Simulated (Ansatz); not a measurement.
The starting structures come from a database of crystals and need not be the phases stable at ambient conditions.

Inside the gap of an insulator the Bloch states are evanescent, with a wavenumber k + iκ along the transport direction.

Data:

```
La2TiZnO6
1.0
    5.70671     0.00000     0.00000
    0.00000     9.72665     0.00000
    0.00000     3.22162     4.58272
La Ti Zn O
4 2 2 12
Direct
  0.04470   0.24910   0.74091
  0.95530   0.75090   0.25909
  0.54470   0.25090   0.25909
  0.45530   0.74910   0.74091
  0.50000   0.50000   0.50000
  0.00000   0.00000   0.50000
  0.50000   0.00000   0.00000
  0.00000   0.50000   0.00000
  0.28305   0.04957   0.64714
  0.71695   0.95043   0.35286
  0.78305   0.45043   0.35286
  0.21695   0.54957   0.64714
  0.80193   0.04609   0.73572
  0.19807   0.95391   0.26428
  0.30193   0.45391   0.26428
  0.69807   0.54609   0.73572
  0.52606   0.73993   0.17026
  0.47394   0.26007   0.82974
  0.02606   0.76007   0.82974
  0.97394   0.23993   0.17026
```

Space group of this cell: P2_1/c. The cell is taken as given; by r2SCAN its mean pressure is -3.8 GPa.

Transport runs along the normal of the first two printed cell vectors.

The gap is the functional's own. No spin-orbit coupling. Mid-gap values are interpolated on the energy grid.

**Question.** State the band gap and the smallest decay constant κ at mid-gap according to Ansatz (an electronic-structure program) with r2SCAN.

**Answer.** Gap 3.34 eV on a 6×4×8 mesh; κ = 0.412 1/Å, at the zone centre.
